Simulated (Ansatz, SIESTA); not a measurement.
**Fe₃Ge (P1, 4 atoms in the cell) computed with different codes at matched settings**

Self-consistent single point, at a second geometry (atoms moved at random). First geometry:

```
CELL_PARAMETERS angstrom
      0.00000     2.81347     2.81347
      2.81347     0.00000     2.81347
      2.81347     2.81347     0.00000
ATOMIC_POSITIONS crystal
  Fe 0.50000 0.50000 0.50000
  Fe 0.25000 0.25000 0.25000
  Fe 0.75000 0.75000 0.75000
  Ge 0.00000 0.00000 0.00000
```
Moments meant for the start (each program seeds them in its own way; μB, in the order of the atoms Fe Fe Fe Ge): 4.0 4.0 4.0 0.0.

Second geometry:
```
CELL_PARAMETERS angstrom
      0.00000     2.81347     2.81347
      2.81347     0.00000     2.81347
      2.81347     2.81347     0.00000
ATOMIC_POSITIONS crystal
  Fe 0.49860 0.50284 0.51030
  Fe 0.26556 0.24037 0.24012
  Fe 0.74990 0.74455 0.74931
  Ge 0.98595 0.01225 0.00027
```
Moments meant for the start (each program seeds them in its own way; μB, in the order of the atoms Fe Fe Fe Ge): 4.0 4.0 4.0 0.0.

Shared settings, as Ansatz (a first-principles code) writes them: kpoints.mp_grid.grid = 9 9 9; scf.occupations.method = fermi_dirac; scf.occupations.width = 0.136 eV. Potentials and cutoffs stand in the table.

```csv
code,model,ΔF from the first geometry (meV/atom),pressure (GPa),largest force (eV/Å),size of the net moment (μB/atom),cutoff
Ansatz,"PBEsol, PAW files made with PBE",17.0,1.23,0.950,1.24,default
SIESTA,"GGA PBEsol, numerical atomic orbitals DZP, PseudoDojo PBEsol standard norm-conserving potentials (rewritten from UPF to PSML)",20.1,3.13,1.135,1.34,grid 400 Ry
```

Size of the force on each atom (eV/Å): Sizes of forces hide their directions.

| code | Fe1 | Fe2 | Fe3 | Ge4 |
|---|---|---|---|---|
| Ansatz | 0.563 | 0.950 | 0.432 | 0.929 |
| SIESTA | 0.601 | 1.093 | 0.538 | 1.135 |

On Ansatz's run: the magnetic order is the one reached from the typed start; others were not searched systematically.

The spread over the programs that give each value: ΔF from the first geometry within 3.1 meV/atom; pressure within 1.90 GPa; largest force within 0.185 eV/Å; size of the net moment within 0.10 μB/atom.

SIESTA uses small atom-centred bases, whose incompleteness enters pressures, forces and empty levels differently from a plane-wave cutoff. Ansatz's pressure is given at a fixed set of plane waves, as the other plane-wave codes print theirs; with its correction for the finite basis it is 1.41 GPa.

The starting cell comes from a database of computed structures (which also holds hypothetical and non-ambient phases and stackings), without a prior relaxation at this level. Its lattice was rescaled by a random factor within 2.5 % of one. For this run, on top of that: atoms moved at random.

Keys are those of Ansatz 0.2.
